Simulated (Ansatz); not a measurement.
## Os, pressure series

The reference is Os in the hcp (Mg type) structure (space group P6_3/mmc, No. 194).

```yaml
crystal:
  lattice:
    - [2.75485, 0.00000, 0.00000]
    - [-1.37743, 2.38577, 0.00000]
    - [0.00000, 0.00000, 4.34430]
  atoms:
    - { symbol: Os, position: [0.66667, 0.33333, 0.75000] }
    - { symbol: Os, position: [0.33333, 0.66667, 0.25000] }
```

Cell and atoms are relaxed at each pressure.

The values are results of Ansatz (a program for electronic structure), PBE, PAW, cutoff 420 eV, spin-orbit coupling left out, not measurements.

Notes on the quantities. enthalpy: H = E + PV relative to the base's energy.

```tsv
change	enthalpy	lattice parameter a
base	–	5.206 bohr
pressure −2 GPa	-0.18 eV/atom	5.215 bohr
pressure −1 GPa	-0.09 eV/atom	[?]
pressure 0.9 GPa	+0.08 eV/atom	5.202 bohr
pressure 2.1 GPa	+0.19 eV/atom	[?]
pressure 4.5 GPa	+0.40 eV/atom	[?]
pressure 9 GPa	+0.79 eV/atom	5.167 bohr
pressure 15 GPa	+1.31 eV/atom	5.143 bohr
pressure 22.5 GPa	+1.95 eV/atom	[?]
pressure 30 GPa	+2.58 eV/atom	5.090 bohr
```

**Question.** What belongs in the blanks?

**Answer.** 
- pressure −1 GPa, lattice parameter a: 5.211 bohr
- pressure 2.1 GPa, lattice parameter a: 5.197 bohr
- pressure 4.5 GPa, lattice parameter a: 5.186 bohr
- pressure 22.5 GPa, lattice parameter a: 5.116 bohr

Load acts through the strain it causes; cell and atoms are relaxed under it. Whether these cells are dynamically stable was not tested. Competing high-pressure phases were not computed. All final runs are without spin polarisation.
